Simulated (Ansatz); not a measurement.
These are PBE (plane waves to 420 eV, PAW; Ansatz, a quantum-chemistry and plane-wave program) values and carry that method's errors.

Host crystal: wurtzite GaN, with a band gap (PBE, scalar-relativistic without spin-orbit coupling).

Electrostatic potential energy of an electron, averaged over planes parallel to the surface, in eV from the highest filled level, for the (0001) surface of wurtzite GaN (2x2 Ga adatom at T4; a constructed slab, bottom: 3 H on 4 bottom sites):

(z (Å), V (eV)): (5.28, 2.76); (5.57, 2.76); (5.87, 2.76); (6.16, 2.76); (6.45, 2.76); (6.75, 2.76); (7.04, 2.76); (7.33, 2.76); (7.63, 2.75); (7.92, 2.74); (8.21, 2.72); (8.51, 2.67); (8.80, 2.56); (9.09, 2.27); (9.39, 1.28); (9.68, 0.31); (9.97, 0.05); (10.27, -4.47); (10.56, -10.50); (10.85, -12.28); (11.15, -9.78); (11.44, -7.40); (11.73, -5.49); (12.03, -2.20); (12.32, 0.45); (12.61, -0.21); (12.91, -5.20); (13.20, -10.76); (13.49, -11.70); (13.79, -8.97); (14.08, -6.99); (14.37, -5.04); (14.67, -1.70); (14.96, 0.74); (15.25, -0.30); (15.55, -5.50); (15.84, -10.81); (16.13, -11.34); (16.43, -8.57); (16.72, -6.78); (17.01, -4.78); (17.31, -1.40); (17.60, 0.89); (17.89, -0.40); (18.19, -5.71); (18.48, -10.84); (18.77, -11.11); (19.07, -8.33); (19.36, -6.60); (19.65, -4.51); (19.95, -1.10); (20.24, 1.03); (20.53, -0.52); (20.83, -5.77); (21.12, -10.08); (21.41, -10.27); (21.71, -7.63); (22.00, -5.90); (22.29, -3.98); (22.59, -1.39); (22.88, 0.78); (23.17, 1.59); (23.47, 1.96); (23.76, 2.27); (24.05, 2.73); (24.35, 3.47); (24.64, 4.12); (24.93, 4.39); (25.23, 4.52); (25.52, 4.57); (25.81, 4.60); (26.11, 4.61); (26.40, 4.61); (26.69, 4.62); (26.99, 4.62); (27.28, 4.62); (27.57, 4.62); (27.87, 4.62)

Set-up: 44 atoms, 13.9 Å thick at the start with caps and adatoms (thin: gaps and levels are the slab's own); mesh 4x4x1; 0.01 eV smearing; dipole correction on; 23 atoms held, the rest relaxed; held to the start's symmetry, so lower structures may exist; no spin, no spin-orbit, no U.

Task: The surface cell has an area of 35.88 Å². What dipole along the normal does the step between the two vacuum levels imply?

Result: the top vacuum level lies 1.86 eV above the bottom one; p = −ε₀ A ΔV (ε₀ = 0.005526 e/(V·Å)) gives -0.37 e·Å a cell.
